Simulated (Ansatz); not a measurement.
BaHfO3 (Pm-3m, No. 221, 5 atoms in the cell; start mp-998552) was calculated with LDA in Ansatz (PAW).

Run with plane-wave cutoff 520 eV, 8×8×8 k mesh, scalar-relativistic PAW data made under PBE.

Computed at the level's own relaxed cell.

```
BaHfO3
1.0
    4.12157     0.00000     0.00000
    0.00000     4.12157     0.00000
    0.00000     0.00000     4.12158
Ba Hf O
1 1 3
Direct
  0.50000   0.50000   0.99801
  0.00000   0.00000   0.49800
  0.00000   0.50000   0.49800
  0.50000   0.00000   0.49800
  0.00000   0.00000   0.99800
```

Question: Give the elastic tensor (Voigt notation, GPa, ions relaxed, in the Cartesian axes of the cell as printed).

Answer: 
```
  372.5    87.7    87.7     0.0     0.0     0.0
   87.7   372.5    87.7     0.0     0.0     0.0
   87.7    87.7   372.5     0.0     0.0     0.0
    0.0     0.0     0.0    95.8     0.0     0.0
    0.0     0.0     0.0     0.0    95.8     0.0
    0.0     0.0     0.0     0.0     0.0    95.8
```

Note: the relaxation could not lower the start's symmetry, so the cell can be a saddle point above a distorted one.

Spin–orbit coupling is not included.

Static lattice: no zero-point or thermal effects.

A start named mp-… is a Materials Project structure, which need not be a measured phase.

Ansatz is a program for electronic structure.
